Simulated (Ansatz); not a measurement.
## Response to strain in AlN

Start from AlN in the wurtzite structure (space group P6_3mc, No. 186; a = 3.130 Å, c = 5.018 Å). Axes: x lies along a and z along c of the hexagonal cell.

Strains are applied to the cell and any free atomic positions relax; under biaxial strain the out-of-plane vector relaxes too.

Computed with PBE (Ansatz, a program for electronic structure), scalar-relativistic without spin-orbit coupling.

Notes on the quantities. pressure: mean of the normal stresses, compression positive.

| case | pressure | electron mass | band gap | ratio −ε⊥/ε∥ |
|---|---|---|---|---|
| base | 0.0 kbar | – | 4.03 eV | – |
| biaxial strain +0.60 %, plane normal [001], relaxed out of plane | -17.4 kbar | 0.29 mₑ (at Γ) | 3.91 eV | – |
| biaxial strain +1.20 %, plane normal [001], relaxed out of plane | -33.9 kbar | 0.28 mₑ (at Γ) | 3.79 eV | 0.57 |
| biaxial strain +1.80 %, plane normal [001], relaxed out of plane | (withheld) | 0.28 mₑ (at Γ) | (withheld) | (withheld) |
| biaxial strain +2.40 %, plane normal [001], relaxed out of plane | -64.5 kbar | 0.28 mₑ (at Γ) | 3.56 eV | 0.59 |
| biaxial strain +3.00 %, plane normal [001], relaxed out of plane | -78.4 kbar | 0.27 mₑ (at Γ) | 3.44 eV | 0.60 |

Complete the table.


- biaxial strain +1.80 %, plane normal [001], relaxed out of plane, pressure: -49.6 kbar
- biaxial strain +1.80 %, plane normal [001], relaxed out of plane, band gap: 3.68 eV
- biaxial strain +1.80 %, plane normal [001], relaxed out of plane, ratio −ε⊥/ε∥: 0.58

Masses are band curvatures over ±0.01 Å⁻¹ around the edge. No phonon test of stability was made.
